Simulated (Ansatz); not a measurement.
Levels about the gap of amorphous Hf₁₈O₃₃N₂ (53 atoms in a cell of 682 Å³, 9.17 g/cm³; zone centre alone, so wide bands show as single levels with stretches between that a denser mesh fills), at the geometry that PBE relaxed, where it gives 0.9 GPa on a denser mesh. The participation number counts the atoms over which a state spreads; weights are charges in smoothed Voronoi cells. The levels come from a single point, so bond lengths are those of that geometry. Method of the levels: r2SCAN, scalar-relativistic without spin-orbit coupling (Ansatz, a quantum-chemistry and plane-wave program). Sampling: the zone centre alone; Fermi-Dirac width 0.02 eV; no spin polarisation.

The cell was made by melting and quenching with the CHGNet potential and then relaxed with DFT. O and N atoms were pushed apart under 1.9 Å during the dynamics, to hinder bonds among them. The hot cell started wider than the set density and was brought back towards it in steps. It is the lowest in DFT energy of 2 quenches. It is a model cell: composition and starting density were chosen by hand, and all elements were melted together. No dispersion term was used. Its density started from a set value of 9.17 and ended at 9.17 g/cm³. The quench (nominally 300 K/ps over its main leg) was far faster than any real one, so the model tends to hold more defects than a real film. A cell of this size samples the disorder only roughly. The volume was held where the preparation left it, at a PBE pressure of 0.9 GPa. Stress components on the final sampling reach 3.3 GPa.

```csv
"E - E(highest filled), eV",filling,participation number,largest on,weight O,weight Hf,weight N
-0.47,filled,18.3,"O, 3 neighbours",0.88,0.06,0.07
-0.39,filled,17.0,"O, 3 neighbours",0.86,0.06,0.08
-0.33,filled,16.6,"O, 3 neighbours",0.86,0.06,0.08
-0.29,filled,16.8,"N, 4 neighbours",0.78,0.07,0.15
-0.23,filled,14.5,"N, 4 neighbours",0.70,0.08,0.22
-0.02,filled,6.0,"N, 4 neighbours",0.33,0.11,0.56
0.00,filled,9.4,"N, 4 neighbours",0.53,0.10,0.37
4.16,empty,16.0,"Hf, 5 neighbours",0.30,0.61,0.09
4.32,empty,22.8,"Hf, 6 neighbours",0.42,0.56,0.02
4.60,empty,29.0,"Hf, 6 neighbours",0.33,0.63,0.04
4.64,empty,24.5,"Hf, 6 neighbours",0.46,0.52,0.02
4.77,empty,29.0,"Hf, 6 neighbours",0.35,0.61,0.04
4.82,empty,24.5,"Hf, 6 neighbours",0.32,0.65,0.03
4.83,empty,24.3,"Hf, 7 neighbours",0.34,0.63,0.02
```

Most localised among these is the filled level at -0.02 eV, on a N atom, which has 4 neighbours (Hf 2.06 Å, Hf 2.10 Å, Hf 2.23 Å, Hf 2.40 Å).
